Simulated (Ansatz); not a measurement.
Base system: Be in the hcp (Mg type) structure (space group P6_3/mmc, No. 194; a = 2.265 Å, c = 3.561 Å).

Calculations: PBE (Ansatz, a program for electronic structure; PAW; 420 eV plane waves; no spin-orbit coupling).

Before the change:

| Item | Result |
|---|---|
| Lattice parameter a | 2.265 Å |

Modification: cell and atoms relaxed at a pressure of 15 GPa.

What happens to the lattice parameter a?

The lattice parameter a decreases by 0.080 Å, from 2.265 Å to 2.185 Å.

Load acts through the strain it causes; cell and atoms are relaxed under it. Whether these cells are dynamically stable was not tested. Competing high-pressure phases were not computed.
